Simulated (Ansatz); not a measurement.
What Sn → Be does to CsSnI3

Consider CsSnI$_{3}$ in the cubic perovskite structure (space group Pm-3m, No. 221; a = 6.2244 Å).

Perturbation: every Sn is replaced by Be, then cell and atoms are relaxed.

Computed with DFT with r2SCAN, PAW potentials and a 500 eV plane-wave cutoff in Ansatz (an electronic-structure program), no SOC. k-mesh 9×9×9 (Γ-centred); smearing 0.05 eV (Fermi–Dirac), for the changed cell.

```
quantity                                  base          changed        shift
-----------------------------  ---------------  ---------------  -----------
volume per atom                       48.23 Å³         34.90 Å³   -13.337 Å³
density                             4.35 g/cm³       4.97 g/cm³  +0.62 g/cm³
lattice parameter a                   622.4 pm         558.8 pm    -63.66 pm
space group                    Pm-3m (No. 221)  Pm-3m (No. 221)            –
shortest interatomic distance         311.2 pm         279.4 pm     -31.8 pm
band gap                               0.46 eV             zero            –
```

Final structure:

```yaml
crystal:
  lattice:
    - [5.58785, 0.00000, 0.00000]
    - [0.00000, 5.58785, 0.00000]
    - [0.00000, 0.00000, 5.58785]
  atoms:
    - { symbol: Cs, position: [0.00000, 0.00000, 0.00000] }
    - { symbol: Be, position: [0.50000, 0.50000, 0.50000] }
    - { symbol: I, position: [0.00000, 0.50000, 0.50000] }
    - { symbol: I, position: [0.50000, 0.50000, 0.00000] }
    - { symbol: I, position: [0.50000, 0.00000, 0.50000] }
```

Cost of the whole job for the changed cell (relaxation, final SCF and bands): very roughly 4 core-minutes.

With I present, leaving out spin-orbit coupling can change the band edges. Whether these cells are dynamically stable was not tested. As relaxed here, CsBeI3 is a hypothetical phase, not in the database extracts checked. All final runs are without spin polarisation. Many cubic perovskites are stable only at high temperature; tilts and polar distortions were not tested. The zero or small gap of CsBeI3 can change with the level of theory.
